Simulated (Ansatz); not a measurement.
**Response to strain in C**

Start from C in the diamond structure (space group Fd-3m, No. 227; a = 3.560 Å). Axes: x, y, z lie along the cube axes.

Strains are applied to the cell and any free atomic positions relax.

All numbers come from r2SCAN/PAW in Ansatz (a first-principles code), without spin-orbit coupling.

Candidates:
(a) uniaxial strain ε_zz = −1.50 %
(b) uniaxial strain ε_zz = −1.00 %
(c) uniaxial strain ε_zz = −3.00 %
(d) uniaxial strain ε_zz = −2.50 %
(e) uniaxial strain ε_zz = −2.00 %

Before the change:

```
Item        Value
--------  -------
Band gap  4.36 eV
```

Order them by band gap, lowest first.

(c) uniaxial strain ε_zz = −3.00 % (3.60 eV), (d) uniaxial strain ε_zz = −2.50 % (3.73 eV), (e) uniaxial strain ε_zz = −2.00 % (3.86 eV), (a) uniaxial strain ε_zz = −1.50 % (3.99 eV), (b) uniaxial strain ε_zz = −1.00 % (4.11 eV)

Stability against distortions was not tested.
